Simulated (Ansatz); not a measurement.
## Pressure series in hypothetical diamond Nb

The parent structure is Nb in the diamond structure (space group Fd-3m, No. 227; a = 5.806 Å; a hypothetical phase, not in the database extracts checked).

Cell and atoms are relaxed at each pressure.

Method: DFT with PBEsol, PAW potentials and a 420 eV plane-wave cutoff in Ansatz (a first-principles code), no spin-orbit coupling.

Notes on the quantities. enthalpy: H = E + PV relative to the base's energy.

```tsv
change	enthalpy	volume per atom
base	–	24.46 Å³
pressure −2 GPa	-0.31 eV/atom	25.14 Å³
pressure −1 GPa	-0.15 eV/atom	24.79 Å³
pressure 0.3 GPa	+0.05 eV/atom	24.37 Å³
pressure 0.7 GPa	+0.11 eV/atom	24.25 Å³
pressure 1.5 GPa	+0.23 eV/atom	24.02 Å³
pressure 3 GPa	+0.45 eV/atom	(withheld)
pressure 5 GPa	+0.74 eV/atom	23.10 Å³
pressure 7.5 GPa	+1.10 eV/atom	22.53 Å³
pressure 10 GPa	+1.44 eV/atom	22.01 Å³
```

### Question
Fill in the withheld entries from the trend.

### Answer

- pressure 3 GPa, volume per atom: 23.61 Å³

Load acts through the strain it causes; cell and atoms are relaxed under it. Stability against distortions was not tested. Competing high-pressure phases were not computed. The final runs are not spin-polarised. Nb has a high density of states at the Fermi level and may be magnetic at this level.
